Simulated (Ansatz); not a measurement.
The starting structures come from a database of crystals and need not be the phases stable at ambient conditions.

Where the default PAW files enter, the runs use the earlier of Ansatz's two default sets.

The decay constant κ of evanescent states in the gap governs leakage through a thin film.

Here is the system:

```
FeS2
1.0
    3.37770     0.00000     0.00000
    0.00000     4.42562     0.00000
    0.00000     0.00000     5.39653
Fe S
2 4
Direct
  0.50000   0.50000   0.50000
  0.00000   0.00000   0.00000
  0.50000   0.70041   0.87818
  0.50000   0.29959   0.12182
  0.00000   0.20041   0.62182
  0.00000   0.79959   0.37818
```

Space group of this cell: Pnnm. The cell is taken as given; by PBEsol its mean pressure is -5.9 GPa.

Transport runs along the normal of the first two printed cell vectors.

The gap is the functional's own. No spin-orbit coupling. Mid-gap values are those at the computed energy nearest the middle.

Problem. Compute, with Ansatz (a program for electronic structure) with PBEsol, the band gap and the smallest decay constant κ at mid-gap.

Solution. Gap 0.82 eV on a 10×8×6 mesh; κ = 0.249 1/Å, at (0.300, 0.000) of the in-plane reciprocal vectors. At the zone centre the slowest state has κ = 0.31 1/Å.
